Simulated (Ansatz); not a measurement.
## Worked sum: formation energy of SiC (2H, wurtzite, P6₃mc) from the elements

This concerns the formation energy of SiC (2H, wurtzite, P6₃mc) from the elements. Reaction: C (graphite) + Si (diamond) → SiC (2H, wurtzite). A negative value means that the right-hand side lies lower. The value is per atom of the solid.

SiC (2H, wurtzite, P6₃mc), 4 atoms in the cell. Conventional cell: a = b = 3.070 Å, c = 5.038 Å, α = β = 90.00°, γ = 120.00°.

Setting: static, neutral cells in Ansatz (PAW) whose structures rest at the PBE+D3(BJ) level. Ansatz (a quantum-chemistry and plane-wave program) runs with its PAW set soft_1. Other levels take these structures, unless marked own geometry. The lattices are those relaxed with PBE+D3(BJ), so at other levels the solids can be strained, which adds to the spread. A dispersion term (D3(BJ), or D4 for r2SCAN) was computed beside these levels and is taken off wherever the name lacks it.

Total energies of the cells in eV, at zero smearing width. They compare only within one column; the weights balance every element.

| cell | atoms | weight | PBE | r2SCAN+D4 (own geometry) |
|---|---|---|---|---|
| SiC (2H, wurtzite) | 4 | +2 | -1774.30174 | -1783.13860 |
| C (graphite) | 4 | −1 | -1003.71747 | -1006.96563 |
| Si (diamond) | 2 | −2 | -1271.61463 | -1278.37007 |

PBE: 2 × (-1774.30174) − (-1003.71747) − 2 × (-1271.61463) = -1.657 eV; dividing by 8 atoms gives -0.21 eV/atom.

r2SCAN+D4 (own geometry): 2 × (-1783.13860) − (-1006.96563) − 2 × (-1278.37007) = -2.571 eV; dividing by 8 atoms gives -0.32 eV/atom.

What follows from the PBE value: A formula unit of SiC has 2 atoms, so it forms with -0.2071 × 2 = -0.414 eV, or -39.9 kJ/mol at 96.485 kJ/mol per eV.
